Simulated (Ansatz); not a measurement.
Start from SnSb in the CsCl type structure (space group Pm-3m, No. 221; a = 3.7379 Å; a cell from a computed database, its experimental status unchecked; relaxed with 0.1 eV smearing). Axes: x, y, z lie along the cube axes.

Computed with Ansatz (a first-principles code) PBEsol, without spin-orbit coupling.

One thing is altered: biaxial strain +2.57 %, plane normal [001], relaxed out of plane (Cartesian); in-plane vectors clamped, the third vector and the atoms free.

Q: Estimate the effect on the energy relative to the base.

A: The energy goes up by 2.5 meV/atom.

Q: Estimate the effect on the out-of-plane strain.

A: The out-of-plane strain amounts to -4.38 %.

No phonon test of stability was made. All final runs are without spin polarisation. An odd electron count without spin: SnSb.
